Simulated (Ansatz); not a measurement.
# Phonon-limited transport in TiB₂ (P6/mmm)

```yaml
crystal:
  lattice:
    - [3.01736, 0.00000, 0.00000]
    - [-1.50868, 2.61311, 0.00000]
    - [0.00000, 0.00000, 3.18500]
  atoms:
    - { symbol: Ti, position: [0.00000, 0.00000, 0.00000] }
    - { symbol: B, position: [0.33333, 0.66667, 0.50000] }
    - { symbol: B, position: [0.66667, 0.33333, 0.50000] }
```

All values below come from PBEsol, DFPT electron-phonon coupling, linearised Boltzmann equation (plane waves, PAW, scalar-relativistic; Ansatz, a quantum-chemistry and plane-wave program). How the cell was made: relaxed with this functional, without spin-orbit coupling.

resistivity at 300 K: 5.9 (x), 5.9 (y), 7.4 (z) μΩ·cm

A metal at this level (no band gap). Only scattering by harmonic phonons is included (no impurities, grain boundaries, electron-electron scattering or thermal expansion). Spin-orbit coupling is left out. Halving the electron mesh (32x32x28) moves the resistivity by up to 9 % at 300 K. Smearing 0.20 eV; phonons on a 5x5x4 q mesh, which this run doesn't test.
